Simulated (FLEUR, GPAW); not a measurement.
A FLEUR input for a self-consistent single point of GaP (F-43m, 2 atoms in the cell) (DFT, PBEsol, all-electron FLAPW (FLEUR), scalar-relativistic valence):

Input of the input generator:

```
GaP FLAPW
&input film=f /
0.0000000000 5.2530247764 5.2530247764
5.2530247764 0.0000000000 5.2530247764
5.2530247764 5.2530247764 -0.0000000000
1.0
1.0 1.0 1.0

2
31 0.0000000000 0.0000000000 0.0000000000
15 0.2500000000 0.2500000000 0.2500000000

&comp jspins=1 /
&exco xctyp='PBEs' /
&kpt div1=5 div2=5 div3=5 /
&end /
```

```xml
<?xml version="1.0" encoding="UTF-8" standalone="no"?>
<fleurInput fleurInputVersion="0.39">
   <comment>
      GaP FLAPW                                                                                           
   </comment>
   <calculationSetup>
      <cutoffs Kmax="3.9" Gmax="11.7" GmaxXC="11.7" numbands="0"/>
      <scfLoop itmax="80" minDistance="0.00001" maxIterBroyd="15" imix="Anderson" alpha="0.05" precondParam="0.0" spinf="2.0"/>
      <coreElectrons ctail="T" frcor="F" kcrel="0" coretail_lmax="0"/>
      <xcFunctional name="PBEs" relativisticCorrections="F"/>
      <magnetism jspins="1"/>
      <soc l_soc="F" theta="0.0" phi="0.0" spav="F"/>
      <expertModes spex="0" secvar="F"/>
      <geometryOptimization l_f="T" forcealpha="1.0" forcemix="BFGS" epsdisp="0.00001" epsforce="0.00001"/>
      <ldaU l_linMix="F" mixParam="0.05" spinf="1.0"/>
   </calculationSetup>
   <cell>
      <bzIntegration valenceElectrons="18.0" mode="hist" fermiSmearingEnergy="0.0001">
         <kPointListSelection listName="default-1"/>
         <!-- k-points included here -->
         <xi:include xmlns:xi="http://www.w3.org/2001/XInclude" href="kpts.xml"> </xi:include>
      </bzIntegration>
      <!-- symmetry operations included here -->
      <xi:include xmlns:xi="http://www.w3.org/2001/XInclude" href="sym.xml"> </xi:include>
      <bulkLattice scale="1.0">
         <bravaisMatrix>
            <row-1>    0.0000000000000000     5.2530247764000002     5.2530247764000002</row-1>
            <row-2>    5.2530247764000002     0.0000000000000000     5.2530247764000002</row-2>
            <row-3>    5.2530247764000002     5.2530247764000002     0.0000000000000000</row-3>
         </bravaisMatrix>
      </bulkLattice>
   </cell>
   <atomSpecies>
      <species name="Gallium (Ga)" element="Ga" atomicNumber="31">
         <mtSphere radius="2.57" gridPoints="885" logIncrement="0.014"/>
         <atomicCutoffs lmax="10" lnonsphr="8"/>
         <electronConfig flipSpins="F">
            <coreConfig>(1s1/2) (2s1/2) (2p1/2) (2p3/2) (3s1/2) (3p1/2) (3p3/2)</coreConfig>
            <valenceConfig>(4s1/2) (3d3/2) (3d5/2) (4p1/2) (4p3/2)</valenceConfig>
            <stateOccupation state="(4p1/2)" spinUp="0.1666666666667" spinDown="0.1666666666667"/>
            <stateOccupation state="(4p3/2)" spinUp="0.3333333333333" spinDown="0.3333333333333"/>
         </electronConfig>
         <energyParameters s="4" p="4" d="3" f="4"/>
      </species>
      <species name="Phosphorous (P)" element="P" atomicNumber="15">
         <mtSphere radius="1.68" gridPoints="579" logIncrement="0.02"/>
         <atomicCutoffs lmax="6" lnonsphr="4"/>
         <electronConfig flipSpins="F">
            <coreConfig>(1s1/2) (2s1/2) (2p1/2) (2p3/2)</coreConfig>
            <valenceConfig>(3s1/2) (3p1/2) (3p3/2)</valenceConfig>
            <stateOccupation state="(3p1/2)" spinUp="0.5" spinDown="0.5"/>
            <stateOccupation state="(3p3/2)" spinUp="1.0" spinDown="1.0"/>
         </electronConfig>
         <energyParameters s="3" p="3" d="3" f="4"/>
      </species>
   </atomSpecies>
   <atomGroups>
      <atomGroup species="Gallium (Ga)">
         <relPos label="                   1">.0000000000 .0000000000 .0000000000</relPos>
         <force calculate="T" relaxXYZ="TTT"/>
      </atomGroup>
      <atomGroup species="Phosphorous (P)">
         <relPos label="                   2">1.000/4.000 1.000/4.000 1.000/4.000</relPos>
         <force calculate="T" relaxXYZ="TTT"/>
      </atomGroup>
   </atomGroups>
   <output dos="F" band="F" slice="F">
      <checks vchk="F" cdinf="F"/>
      <bandDOS minEnergy="-.5*Htr" maxEnergy="0.5*Htr" sigma="0.015" storeEVData="T"/>
      <vacuumDOS vacdos="F" integ="F" star="F" nstars="0" locx1="0.0" locy1="0.0" locx2="0.0" locy2="0.0" nstm="0" tworkf="0.0"/>
      <unfoldingBand unfoldBand="F" supercellX="1" supercellY="1" supercellZ="1"/>
      <plotting iplot="0" polar="F">
         <plot TwoD="T" vec1="  1.0  0.0  0.0" vec2="  0.0  1.0  0.0" vec3="  0.0  0.0  1.0" zero="  0.0  0.0  0.0" file="plot"/>
      </plotting>
      <chargeDensitySlicing numkpt="0" minEigenval="0.0" maxEigenval="0.0" nnne="0" pallst="F"/>
      <specialOutput eonly="F"/>
      <magneticCircularDichroism mcd="F" energyLo="-10.0" energyUp="0.0"/>
   </output>
  <!-- We include the file relax.xml here to enable relaxations (see documentation) -->
  <xi:include xmlns:xi="http://www.w3.org/2001/XInclude" href="relax.xml"> <xi:fallback/> </xi:include>
</fleurInput>
```

Q: Translate this input to GPAW.

A: One input that does it (others would too):

```python
from ase import Atoms
from ase.units import GPa
from gpaw import GPAW, PW, FermiDirac

atoms = Atoms(['Ga', 'P'],
              cell=[[0.000000, 2.779781, 2.779781],
                    [2.779781, 0.000000, 2.779781],
                    [2.779781, 2.779781, 0.000000]],
              positions=[[0.000000, 0.000000, 0.000000],
                         [1.389890, 1.389890, 1.389890]],
              pbc=True)

calc = GPAW(mode=PW(600),
            xc='PBEsol',
            kpts=(5, 5, 5),
            occupations=FermiDirac(0.0),
            nbands=-6,
            convergence={'density': 1e-05, 'energy': 1e-05, 'bands': -4},
            symmetry={'symmorphic': False, 'tolerance': 0.0005},
            maxiter=150,
            txt='-')

atoms.calc = calc

energy = atoms.get_potential_energy()
print('Energy (eV):', round(energy, 6))
forces = atoms.get_forces()
print('Forces (eV/Ang):')
print(forces.round(5))
stress = atoms.get_stress()
print('Stress (GPa, Voigt):', (stress / GPa).round(4))
```

Basis, cutoffs, solver keys and any potentials are the target program's own. This input uses DFT PBEsol, plane waves, GPAW PAW datasets PBEsol (made by gpaw-setup).

The starting cell comes from a database of computed structures (which also holds hypothetical and non-ambient phases and stackings), without a prior relaxation at this level. Its lattice was rescaled by a random factor within 2.5 % of one.
